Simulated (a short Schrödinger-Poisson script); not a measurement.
Solved with a short Schrödinger-Poisson script written for these runs: one-band effective-mass equation with BenDaniel-Duke matching, electrons, heavy and light holes apart, hard walls at the outer ends, one valence edge for both holes (no strain splitting), no charge, excitons, band mixing or non-parabolicity; under a field the levels are quasi-bound states of a box, listed while three quarters of their weight lies within 4 nm of the wells.

Stack: single In0.53Ga0.47As/InP quantum well.

From the first side: 20 nm InP; 5 nm In0.53Ga0.47As; 20 nm InP.

The device is made up for the run: typed textbook-type constants, with dimensions and the other settings drawn at random. In0.53Ga0.47As: direct gap (eV) 0.74, conduction-band edge (eV) 0, electron mass (mₑ) 0.041, heavy-hole mass 0.38, light-hole mass 0.052. InP: direct gap (eV) 1.344, conduction-band edge (eV) 0.25, electron mass (mₑ) 0.08, heavy-hole mass 0.53, light-hole mass 0.12.

The valence-band edge of each layer lies one gap below its conduction-band edge. The electron's potential energy rises along the stack by the applied field. Mesh 0.03 nm at interfaces.

Question: Give the e1-hh1 transition at zero applied field (eV); the e1 above the well's band edge (meV); the hh1 − lh1 (meV).

Answer: e1-hh1 transition at zero applied field (eV): 0.853; e1 above the well's band edge (meV): 88.2; hh1 − lh1 (meV): 61.2. Parabolic bands overrate the confinement in so narrow a well of a small-gap material. Excitons are left out, and strain enters only through the typed gaps and offsets, so measured lines lie elsewhere.
